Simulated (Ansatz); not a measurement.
# How a calculation on MnAgO2 (R-3m, 8 atoms in the cell) responds to its settings

```
CELL_PARAMETERS angstrom
      1.56112     0.90131    12.47122
     -1.56112     0.90131    12.47122
      0.00000    -1.80263    12.47122
ATOMIC_POSITIONS crystal
  Mn 0.50000 0.50000 0.50000
  Mn 0.00000 0.00000 0.00000
  Ag 0.75001 0.75001 0.75001
  Ag 0.24999 0.24999 0.24999
  O  0.69352 0.69352 0.69352
  O  0.30648 0.30648 0.30648
  O  0.19348 0.19348 0.19348
  O  0.80652 0.80652 0.80652
```
Moments meant for the start (each program seeds them in its own way; μB, in the order of the atoms Mn Mn Ag Ag O O O O): 4.0 4.0 0.0 0.0 0.0 0.0 0.0 0.0.

Base run A: LDA (PW92), PAW files made with PBE (Ansatz, a program for electronic structure), self-consistent single point.

Its settings: basis.ecutwfc = 30.9 Ry; kpoints.mp_grid.grid = 6 6 6; hamiltonian.xc = lda; hamiltonian.pseudopotentials = {kind: paw} (the program's default PAW files); magnetization.spin_polarized = true; scf.occupations.method = fermi_dirac; scf.occupations.width = 0.0073 Ry.

The starting cell comes from a database of computed structures (which also holds hypothetical and non-ambient phases and stackings), without a prior relaxation at this level. The magnetic order is the one reached from the typed start; others were not searched systematically. The program warned that a starting moment was not kept. In the base run, with a pressure of about -16 GPa the cell is away from its equilibrium volume at this level. Ansatz's pressure includes its estimate of the finite-basis (Pulay) stress. Without a gap this mesh is coarse (it stands for a supercell whose shortest vector is 19 Å).

ΔF is the free energy per atom less that of run A. 

Run A gave: pressure (GPa) -16.29; largest force (eV/Å) 0.537; iterations 30.

Runs:
- B: scf.algorithm: default → direct_min
- C: scf.eigensolver.kind: default (the program chose band_cg) → davidson
- D: basis.precision: default → f64
- E: scf.self_checks: default → high

Problem. Which runs reach the base run's state, and which is quickest in iterations?

Solution. Runs B, C, D, E reached the same state as A (within 1 meV/atom and 0.1 μB a site). The fewest iterations to that state were 24 (B); the most were 30.

```tsv
run	ΔF (meV/atom)	pressure (GPa)	largest force (eV/Å)	iterations
A	0.00	-16.29	0.537	30
B	0.00	-16.29	0.537	24
C	0.00	-16.29	0.537	29
D	0.00	-16.29	0.537	30
E	0.00	-16.29	0.537	30
```

Keys are those of Ansatz 0.2.
